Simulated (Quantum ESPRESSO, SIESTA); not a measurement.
A Quantum ESPRESSO input for a self-consistent single point of InBi (P1, 4 atoms in the cell) (DFT, PBEsol, plane waves, PseudoDojo standard norm-conserving (PBESOL) pseudopotentials):

```fortran
&CONTROL
 calculation = 'scf'
 prefix = 'inbi'
 outdir = './out'
 pseudo_dir = './'
 tprnfor = .true.
 tstress = .true.
/
&SYSTEM
 ibrav = 0
 nat = 4
 ntyp = 2
 ecutwfc = 70
 occupations = 'smearing'
 smearing = 'gauss'
 degauss = 0.019992
/
&ELECTRONS
 conv_thr = 1.0d-10
 mixing_beta = 0.3
/
ATOMIC_SPECIES
In   114.8180  In.upf
Bi   208.9804  Bi.upf
ATOMIC_POSITIONS {angstrom}
In    2.3917129649    2.4177271290    0.0339794721
In   -0.0121344489   -0.0149171791   -0.0063360296
Bi    2.4373856149    0.0250833554    1.8252714509
Bi    0.0309978690    2.4200686947    3.3025201066
K_POINTS {automatic}
5 5 5  0 0 0
CELL_PARAMETERS {angstrom}
   4.8479620000     0.0000000000     0.0000000000
   0.0000000000     4.8479620000     0.0000000000
   0.0000000000     0.0000000000     5.1554350000
```

Q: Give the SIESTA input for the same structure, mesh, smearing and functional.

A: This is the input that was run; spellings and numerical settings could be chosen otherwise.

```
# files in the folder: In.psml Bi.psml (PseudoDojo PBEsol standard)
SystemName  InBi
SystemLabel inbi

NumberOfAtoms                4
NumberOfSpecies              2
%block ChemicalSpeciesLabel
  1 49 In
  2 83 Bi
%endblock ChemicalSpeciesLabel
LatticeConstant              1.0 Ang
%block LatticeVectors
     4.847962000    0.000000000    0.000000000
     0.000000000    4.847962000    0.000000000
     0.000000000    0.000000000    5.155435000
%endblock LatticeVectors
AtomicCoordinatesFormat      Ang
%block AtomicCoordinatesAndAtomicSpecies
     2.391712965    2.417727129    0.033979472  1
    -0.012134449   -0.014917179   -0.006336030  1
     2.437385615    0.025083355    1.825271451  2
     0.030997869    2.420068695    3.302520107  2
%endblock AtomicCoordinatesAndAtomicSpecies

XC.functional                GGA
XC.authors                   PBEsol
PAO.BasisSize                DZP
PAO.EnergyShift              0.01 Ry
MeshCutoff                   300 Ry
%block kgrid.MonkhorstPack
    5   0   0  0.0
    0   5   0  0.0
    0   0   5  0.0
%endblock kgrid.MonkhorstPack
OccupationFunction           MP
OccupationMPOrder            0
ElectronicTemperature        272.0 meV

MaxSCFIterations             150
SCF.Mixer.Method             Broyden
SCF.Mixer.Weight             0.2
SCF.Mixer.History            6
SCF.DM.Tolerance             1.0E-04
Diag.ParallelOverK           true
WriteForces                  true
```

Basis settings and potentials, where a program has them, do not carry over. This input uses DFT, GGA PBEsol, numerical atomic orbitals DZP, PseudoDojo PBEsol standard norm-conserving potentials (rewritten from UPF to PSML).

The starting cell comes from a database of computed structures (which also holds hypothetical and non-ambient phases and stackings), without a prior relaxation at this level. Its lattice was rescaled by a random factor within 2.5 % of one. For this run, on top of that: atoms moved at random.
